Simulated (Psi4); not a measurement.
Psi4 1.11, HF/def2-svp: W(NH)2(Cl)(OMe) (C[O][W](=[NH])(=[NH])[Cl]), 11 atoms. The geometry is a generated start, not checked to be a minimum at this level.

```json
{
  "task": "energy",
  "method": "scf",
  "basis": "def2-svp",
  "memory": "3 GB",
  "maxiter": "100",
  "keys_of_the_molecule_block": "symmetry c1",
  "scf_type": "df (default)",
  "e_convergence": "1e-06 (default)",
  "d_convergence": "1e-06 (default)",
  "effective_core_potentials": "those of the basis set, past Kr",
  "basis_functions": "131"
}
```

```xyz
11

W     -1.0718    -0.0016     0.2534
N     -1.2128    -1.3093     1.4569
H     -1.2987    -2.1671     1.9982
N     -1.7034    -0.5428    -1.3248
H     -2.0677    -1.0563    -2.1272
Cl    -2.3775     1.6707     0.9481
O      0.6527     0.6341     0.1021
C      1.9993     0.6832    -0.2541
H      2.3188     1.7268    -0.3695
H      2.6135     0.2074     0.5250
H      2.1476     0.1549    -1.2082
```

Charge 0 and multiplicity 1 are set for this test and not shown to be the ground state.

With the defaults (damping_percentage = 0, diis = true, scf_initial_accelerator = adiis, guess = auto, which took SAD, diis_max_vecs = 10, soscf = false, soscf_start_convergence = 0.01) it converges in 12 SCF iterations. One run each on 2 threads, with these changes:
- soscf = true, soscf_start_convergence = 0.1
- guess = sap
- damping_percentage = 60, diis = false, scf_initial_accelerator = none
- scf_initial_accelerator = none
- damping_percentage = 60
- guess = core
- scf_initial_accelerator = ediis
- diis_max_vecs = 3
- damping_percentage = 20

Task: Which of these changes keep the SCF from converging, or lead it to another solution?

Result: No convergence: damping_percentage = 60; damping_percentage = 60, diis = false, scf_initial_accelerator = none (the run ends without SCF convergence in 100 iterations). The rest reach the solution of the defaults.

```csv
setting,SCF iterations,JK calls,end
"soscf = true, soscf_start_convergence = 0.1",7,28,same solution
the defaults,12,13,same solution
scf_initial_accelerator = none,12,13,same solution
scf_initial_accelerator = ediis,12,13,same solution
guess = sap,17,17,same solution
guess = core,18,18,same solution
diis_max_vecs = 3,20,21,same solution
damping_percentage = 20,21,22,same solution
damping_percentage = 60,100,101,no convergence
"damping_percentage = 60, diis = false, scf_initial_accelerator = none",100,101,no convergence
```

An SOSCF iteration holds several JK calls; a Hückel guess adds calls on atoms.
